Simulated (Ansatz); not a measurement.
PbSe, response to strain

Start from PbSe in the rock salt structure (space group Fm-3m, No. 225; a = 6.178 Å). Axes: x, y, z lie along the cube axes.

Strains are applied to the cell and any free atomic positions relax; under biaxial strain the out-of-plane vector relaxes too.

Level of theory: r2SCAN (Ansatz, an electronic-structure program; PAW; 500 eV plane waves; scalar-relativistic without spin-orbit coupling).

Computed cases, in order: the unstrained base; biaxial strain +0.42 %, plane normal [111], relaxed out of plane; biaxial strain +0.83 %, plane normal [111], relaxed out of plane; biaxial strain +1.25 %, plane normal [111], relaxed out of plane; biaxial strain +1.67 %, plane normal [111], relaxed out of plane; biaxial strain +2.08 %, plane normal [111], relaxed out of plane; biaxial strain +2.50 %, plane normal [111], relaxed out of plane.

Between which two neighbouring cases does the gap turn between direct and indirect?

Between the unstrained base (0.67 eV, direct at L) and biaxial strain +0.42 %, plane normal [111], relaxed out of plane (0.62 eV, indirect, L → T). The whole series: the unstrained base: 0.67 eV, direct at L; biaxial strain +0.42 %, plane normal [111], relaxed out of plane: 0.62 eV, indirect, L → T; biaxial strain +0.83 %, plane normal [111], relaxed out of plane: 0.58 eV, indirect, L → T; biaxial strain +1.25 %, plane normal [111], relaxed out of plane: 0.54 eV, indirect, L → T; biaxial strain +1.67 %, plane normal [111], relaxed out of plane: 0.50 eV, indirect, L → T; biaxial strain +2.08 %, plane normal [111], relaxed out of plane: 0.46 eV, indirect, L → T; biaxial strain +2.50 %, plane normal [111], relaxed out of plane: 0.42 eV, indirect, L → T.

Spin-orbit coupling, missing from the scalar runs, can matter with Pb. No phonon test of stability was made. k-point labels follow each cell's own Brillouin zone.
